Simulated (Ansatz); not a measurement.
Base system: Pt in the fcc (Cu type) structure (space group Fm-3m, No. 225; a = 3.942 Å; relaxed with 0.1 eV smearing).

The values are results of Ansatz (a program for electronic structure), r2SCAN, PAW, cutoff 500 eV, scalar-relativistic without spin-orbit coupling, not measurements.

Strains are applied to the cell and any free atomic positions relax.

One change was made to it. Results:

```json
[
 {"quantity": "pressure", "base": "0.0 GPa", "after": "-13.6 GPa"},
 {"quantity": "energy relative to the base (free energy F)", "base": "0 meV/atom", "after": "+42 meV/atom"},
 {"quantity": "band gap", "base": "zero", "after": "zero"}
]
```

Which of these changes matches the shifts?
(A) isotropic strain +1.00 %
(B) isotropic strain +2.00 %
(C) isotropic strain +2.50 %

B, isotropic strain +2.00 %. For comparison, the energy relative to the base in the other runs: isotropic strain +2.50 % gives +65 meV/atom; isotropic strain +1.00 % gives +11 meV/atom.

No phonon test of stability was made. The final runs are not spin-polarised. Pt lies near a magnetic instability that expansion can trigger; it was not tested.
